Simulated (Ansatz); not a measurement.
What x(Zr) = 0.333, 3 atoms, I4/mmm does to Nb

Base system: Nb in the bcc (W type) structure (space group Im-3m, No. 229; a = 3.303 Å).

The other end (x = 1) is Zr in the bcc (W type) structure (space group Im-3m, No. 229; a model cell): 22.94 Å³/atom, gap zero; this end may not be an ambient phase.

One thing is altered: Zr replaces 33.3 % of the Nb, ordered in a cell of 3 atoms (starting symmetry I4/mmm) and fully relaxed.

Level of theory: DFT with r2SCAN, PAW potentials and a 500 eV plane-wave cutoff in Ansatz (a program for electronic structure), no spin-orbit coupling. k-mesh 19×19×19 (Γ-centred); smearing 0.05 eV (Fermi–Dirac), for the changed cell.

```json
[
 {"quantity": "volume per atom", "base": "18.01 Å³", "changed": "19.73 Å³", "shift": "+1.72 Å³"},
 {"quantity": "density", "base": "8.56 g/cm³", "changed": "7.77 g/cm³", "shift": "-0.79 g/cm³"},
 {"quantity": "shortest interatomic distance", "base": "2.860 Å", "changed": "2.772 Å", "shift": "-0.088 Å"},
 {"quantity": "band gap", "base": "zero", "changed": "zero", "shift": "–"},
 {"quantity": "mixing energy (to 0.01 eV only: unlike meshes or grids)", "base": "–", "changed": "+0.01 eV/atom", "shift": "–"}
]
```

Cost of the whole job for the changed cell (relaxation, final SCF and bands): around 9 core-minutes (rough).

These are small ordered cells, not random alloys; other orderings at the same x differ. No phonon test of stability was made. The final runs are not spin-polarised. This is not the structure that Zr has at room temperature and ambient pressure.
